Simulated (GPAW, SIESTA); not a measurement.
A GPAW input for a self-consistent single point of TiSi2 (Fddd, 6 atoms in the cell) (DFT PBE, plane waves, GPAW PAW datasets PBE (gpaw-data 1.0.1)):

```python
from ase import Atoms
from ase.units import GPa
from gpaw import GPAW

atoms = Atoms(['Ti', 'Ti', 'Si', 'Si', 'Si', 'Si'],
              cell=[[0.000000, 4.145926, 4.292314],
                    [2.405998, 0.000000, 4.292314],
                    [2.405998, 4.145926, 0.000000]],
              positions=[[2.405998, 4.145926, 4.292314],
                         [3.608997, 6.218889, 6.438471],
                         [2.405998, 6.943846, 4.292314],
                         [2.405998, 1.348006, 4.292314],
                         [1.202999, 3.420969, 2.146157],
                         [1.202999, 0.724957, 2.146157]],
              pbc=True)

calc = GPAW(mode={'name': 'pw', 'ecut': 800},
            xc='PBE',
            kpts=(7, 7, 7),
            occupations={'name': 'methfessel-paxton', 'width': 0.272, 'order': 0},
            nbands=-10,
            convergence={'density': 1e-05, 'energy': 1e-05},
            symmetry={'symmorphic': False, 'tolerance': 0.0005},
            maxiter=120,
            txt='-')

atoms.calc = calc

energy = atoms.get_potential_energy()
print('Energy (eV):', round(energy, 6))
forces = atoms.get_forces()
print('Forces (eV/Ang):')
print(forces.round(5))
stress = atoms.get_stress()
print('Stress (GPa, Voigt):', (stress / GPa).round(4))
```

Give the SIESTA input for the same structure, mesh, smearing and functional.

This is the input that was run; spellings and numerical settings could be chosen otherwise.

```
# files in the folder: Ti.psml Si.psml (PseudoDojo PBE standard)
SystemName  TiSi2
SystemLabel TiSi2

NumberOfAtoms                6
NumberOfSpecies              2
%block ChemicalSpeciesLabel
  1 22 Ti
  2 14 Si
%endblock ChemicalSpeciesLabel
LatticeConstant              5.967635 Ang
%block LatticeVectors
     0.000000000    0.694735184    0.719265505
     0.403174457    0.000000000    0.719265505
     0.403174457    0.694735184    0.000000000
%endblock LatticeVectors
AtomicCoordinatesFormat      ScaledCartesian
%block AtomicCoordinatesAndAtomicSpecies
     0.403174457    0.694735184    0.719265505  1
     0.604761685    1.042102776    1.078898257  1
     0.403174457    1.163584170    0.719265505  2
     0.403174457    0.225886198    0.719265505  2
     0.201587228    0.573253790    0.359632752  2
     0.201587228    0.121481394    0.359632752  2
%endblock AtomicCoordinatesAndAtomicSpecies

XC.functional                GGA
XC.authors                   PBE
PAO.BasisSize                DZP
PAO.EnergyShift              0.005 Ry
MeshCutoff                   300 Ry
%block kgrid.MonkhorstPack
    7   0   0  0.0
    0   7   0  0.0
    0   0   7  0.0
%endblock kgrid.MonkhorstPack
OccupationFunction           MP
OccupationMPOrder            0
ElectronicTemperature        0.272 eV

MaxSCFIterations             150
SCF.Mixer.Method             Broyden
SCF.Mixer.Weight             0.25
SCF.Mixer.History            8
SCF.DM.Tolerance             1.0E-04
Diag.ParallelOverK           true
WriteForces                  true
```

Basis, cutoffs, solver keys and any potentials are the target program's own. This input uses DFT, GGA PBE, numerical atomic orbitals DZP, PseudoDojo PBE standard norm-conserving potentials (rewritten from UPF to PSML).

The starting cell comes from a database of computed structures (which also holds hypothetical and non-ambient phases and stackings), without a prior relaxation at this level. Its lattice was rescaled by a random factor within 2.5 % of one.
